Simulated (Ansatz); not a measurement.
Structures of equal composition on the (100) surface of germanium: 1 pair of surface atoms bonded, Sb on one of 2 atoms of the third shell, no caps; 1 pair of surface atoms bonded, Sb on one of 2 surface atoms, no caps; 1 pair of surface atoms bonded, Sb on one of 2 atoms under the surface, no caps. The slabs share one bottom face, and each structure is named by its start. These are constructed structures in small cells; real faces may alloy, dewet or reconstruct in larger ones, and not all known structures of the face are among them. Slabs of about 17 Å with all that they carry, Fermi-Dirac smearing of 0.025 eV. Bottom of the slabs: built like the top, H on every dangling bond, free. Relaxed from the named starts with such symmetry as they have, on meshes of like density; energies extrapolated to zero smearing; no spin-orbit coupling, no U. Spin-polarised runs, if any, are marked in brackets, and their order is one that fits the cell; the others ran without spin. Where a second, spin-polarised start was run, the lower counts.

All values below come from PBE (plane waves to 420 eV, PAW; Ansatz, a quantum-chemistry and plane-wave program).

Question: Order them by energy per 1x1 cell (lowest first) at the level PBE.

Answer: 1 pair of surface atoms bonded, Sb on one of 2 surface atoms, no caps (0.000 eV [spin, 0.3 μB a cell], no gap over 0.04 eV on the mesh), 1 pair of surface atoms bonded, Sb on one of 2 atoms under the surface, no caps (0.249 eV [spin start, no net moment], no gap over 0.04 eV on the mesh), 1 pair of surface atoms bonded, Sb on one of 2 atoms of the third shell, no caps (0.439 eV [spin start, no net moment], no gap over 0.04 eV on the mesh)
